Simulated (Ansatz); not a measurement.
Consider YN in the rock salt structure (space group Fm-3m, No. 225; a = 4.856 Å). Axes: x, y, z lie along the cube axes.

The values are results of PBEsol (Ansatz, a first-principles code; PAW; 420 eV plane waves; spin-orbit coupling left out), not measurements.

Base values:

* **Band gap**: 0.08 eV
* **Volume per atom**: 14.31 Å³

Now apply this change: uniaxial stress, 5 GPa compression along x; all other stress components relax to zero.

### Question
What happens to the energy relative to the base?

### Answer
The energy grows by 3.2 meV/atom.

### Question
How does this affect the band gap?

### Answer
The band gap becomes zero (base: 0.08 eV).

### Question
How does this affect the volume per atom?

### Answer
The volume per atom drops by 0.126 Å³, from 14.31 Å³ to 14.19 Å³.

The mesh was chosen for an insulator and is coarse for the gapless case. Load acts through the strain it causes; cell and atoms are relaxed under it. Stability under load was not tested beyond the relaxation. The final runs are not spin-polarised. The zero or small gap of YN can change with the level of theory.
